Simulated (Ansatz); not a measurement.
Take BP in the zinc blende structure (space group F-43m, No. 216; a = 4.5202 Å) as the base. Axes: x, y, z lie along the cube axes.

Calculations: DFT with PBEsol, PAW potentials and a 420 eV plane-wave cutoff in Ansatz (a quantum-chemistry and plane-wave program), no spin-orbit coupling.

Base values:

* **Band gap**: 1.11 eV
* **Shortest interatomic distance**: 195.7 pm

The change: tensor shear ε_xy = +1.14 % (engineering shear γ = 0.0228); the atoms relax in the strained cell.

### Question
What happens to the band gap?

### Answer
The band gap drops by 0.17 eV, from 1.11 eV to 0.94 eV.

### Question
Estimate the effect on the shortest interatomic distance.

### Answer
The shortest interatomic distance decreases by 0.9 pm to 194.8 pm.

Stability against distortions was not tested.
